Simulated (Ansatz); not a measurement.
A computed series for GaN: response to strain

Take GaN in the zinc blende structure (space group F-43m, No. 216; a = 4.498 Å) as the base. Axes: x, y, z lie along the cube axes.

Strains are applied to the cell and any free atomic positions relax; under biaxial strain the out-of-plane vector relaxes too; under stress the whole cell relaxes.

Computed with Ansatz (a first-principles code) r2SCAN, without spin-orbit coupling.

Notes on the quantities. energy relative to the base: free energy F.

| change | space group | band gap | energy relative to the base |
|---|---|---|---|
| base | F-43m (No. 216) | 2.17 eV | 0 meV/atom |
| biaxial strain −0.44 %, plane normal [110], relaxed out of plane | Imm2 (No. 44) | 2.19 eV | +0.6 meV/atom |
| biaxial strain −1.01 %, plane normal [111], relaxed out of plane | R3m (No. 160) | 2.23 eV | +3.4 meV/atom |
| isotropic strain −2.90 % | F-43m (No. 216) | ? | ? |
| isotropic strain −2.10 % | F-43m (No. 216) | 2.60 eV | +30 meV/atom |
| uniaxial strain ε_xx = −5.93 % | I-4m2 (No. 119) | 2.40 eV | +37 meV/atom |
| uniaxial strain ε_yy = −4.17 % | I-4m2 (No. 119) | 2.33 eV | +18 meV/atom |
| uniaxial strain ε_yy = −2.52 % | I-4m2 (No. 119) | 2.26 eV | +6.5 meV/atom |
| uniaxial strain ε_zz = −1.02 % | I-4m2 (No. 119) | 2.21 eV | +1.1 meV/atom |
| uniaxial stress, 1 GPa tension along z | I-4m2 (No. 119) | 2.15 eV | +0.2 meV/atom |

**Question.** Complete the table.

**Answer.** 
- isotropic strain −2.90 %, band gap: 2.76 eV
- isotropic strain −2.90 %, energy relative to the base: +58 meV/atom

Beyond what the load breaks, stability against distortions was not tested. This is not the structure that GaN has at room temperature and ambient pressure.
